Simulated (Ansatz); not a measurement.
Abridged Ansatz (a quantum-chemistry and plane-wave program) output:

```
Relaxation: its limit of steps is 50 (relax.max_steps)
Pseudopotential: Ti, paw, valence charge 12
Pseudopotential: Ba, paw, valence charge 10
Pseudopotential: O, paw, valence charge 6
Crystal: 5 atoms, lattice volume = 68.905 Å³
Basis set: ecut = 500 eV, 1759 PW (Γ), exchange–correlation on 128×128×120 points (64 copies of the dense FFT grid, shifted against one another)
Bands: 25, of which v1, the nominal top of the filled ones, is band 20 counted from 1 (19 counted from 0)
Symmetry: 8 space group operations
k-points: 75 of 512 (time reversal used)
Functional: x = r2scan, c = r2scan; τ floored in thin density (d = 2e-4 eV/Å³)
SCF iter   1: F=—  HF=-10183.548471 eV  |F-HF|=—  |Δ(HF+E_count)|=         —  Δρ=2.16e-2  dr2=4.20e-1  dr2_τ=2.26e-1  ethr=1.77e-3  ⟨swp⟩=6.1  Hψ=9475  notcnv=0
SCF iter   2: F=—  HF=-10183.630904 eV  |F-HF|=—  |Δ(HF+E_count)|=   8.24e-2  Δρ=1.26e-2  dr2=7.59e-2  dr2_τ=2.53e-2  ethr=1.05e-3  ⟨swp⟩=3.0  Hψ=3712  notcnv=0  defer=72
SCF 1 converged in 9 iterations: F = -10183.619261 eV  dr2 = 1.51e-8
relax step   1: F+E_penalty+E_count = -10183.61926107 eV  Δ(F+E_penalty+E_count) = +0.000e0 eV  max|allowed force component| = 3.570e-1 eV/Å  Δτ_max = 0.0000 Å  P = -8.510 GPa  Ω = 68.905 Å³  fix = [a, b, gamma]  reactions: a -11.877, b -11.877 GPa  (9 SCF iters, dr2 threshold 1.00e-7 eV, accepted)
[... steps on the carried basis left out ...]
relax step   7: F+E_penalty+E_count = -10183.64424025 eV  Δ(F+E_penalty+E_count) = +2.012e-6 eV  max|allowed force component| = 1.718e-4 eV/Å  Δτ_max = 0.0001 Å  P = -7.075 GPa  Ω = 67.261 Å³  energy of the carried Pulay correction = +6.525e-4 eV  fix = [a, b, gamma]  reactions: a -10.612, b -10.612 GPa  (5 SCF iters, dr2 threshold 1.17e-9 eV, accepted)
Crystal: 5 atoms, lattice volume = 67.261 Å³
SCF iter   1: F=—  HF=-10183.643577 eV  |F-HF|=—  |Δ(HF+E_count)|=         —  Δρ=7.84e-5  dr2=3.89e-7  dr2_τ=2.35e-6  ethr=3.34e-8  ⟨swp⟩=3.0  Hψ=15004  notcnv=0
SCF iter   2: F=—  HF=-10183.643575 eV  |F-HF|=—  |Δ(HF+E_count)|=   2.10e-6  Δρ=4.07e-5  dr2=1.09e-7  dr2_τ=1.56e-7  ethr=9.72e-10  ⟨swp⟩=2.5  Hψ=3165  notcnv=0
SCF 8 converged in 7 iterations: F = -10183.643575 eV  dr2 = 2.97e-13
SCF converged after 7 iterations
Free energy (F): -10183.643575 eV
Internal energy: -10183.643575 eV  (E = F + TS)
E sigma→0 (E₀):  -10183.643575 eV
Fermi energy:    10.407052 eV
--- Forces (eV/Å), atoms counted from 1 ---
  atom   1  Ti    -0.00000000    -0.00000000    -0.00100339
  atom   2  Ba    -0.00000000    -0.00000000    -0.00006752
  atom   3  O     -0.00000000    -0.00000000     0.00102434
  atom   4  O     -0.00000000     0.00000000    -0.00001789
  atom   5  O      0.00000000     0.00000000    -0.00001789
--- Stress (GPa, compression-positive) ---
      -10.611087       0.000000      -0.000000
        0.000000     -10.611087      -0.000000
       -0.000000      -0.000000       0.006451
  P = ⅓ Tr σ = -7.0719 GPa (-70.719 kbar)
--- Relaxed structure (7 steps of the walk, 7 accepted, 1 SCFs on fresh bases) ---
  cell:  # Å, volume = 67.2613 Å³
    - [4.1359542859, 0.0, 3.419625905945811e-32]
    - [0.0, 4.1359542859, 0.0]
    - [3.330444979927094e-32, 0.0, 3.932000864054728]
  atoms:
    - { symbol: Ti, position: [0.5, 0.5, 0.43871730330218917] }
    - { symbol: Ba, position: [1.3038354564672862e-33, 0.0, 0.9269853257042086] }
    - { symbol: O, position: [0.5, 0.5, 0.9077266858431624] }
    - { symbol: O, position: [0.5, 0.0, 0.4162853425752198] }
    - { symbol: O, position: [-2.793933121001338e-34, 0.5, 0.4162853425752198] }
```

What was computed, and what are the main results?

BaTiO3, 5 atoms in the cell, with r2SCAN (Ansatz, PAW, no SOC). The last SCF converged to F = -10183.643575 eV, or -2036.7287 eV per atom, at a pressure of -7.07 GPa. The total energy compares only with runs of the same code, potentials and settings.

The cells carry an imposed strain or load. Stability against distortions was not tested. The final runs are not spin-polarised. The cell was made from BaTiO3 (space group P4mm, No. 99) by this change: biaxial strain +4.12 %, plane normal [001], relaxed out of plane.

Keys are those of Ansatz 0.2.
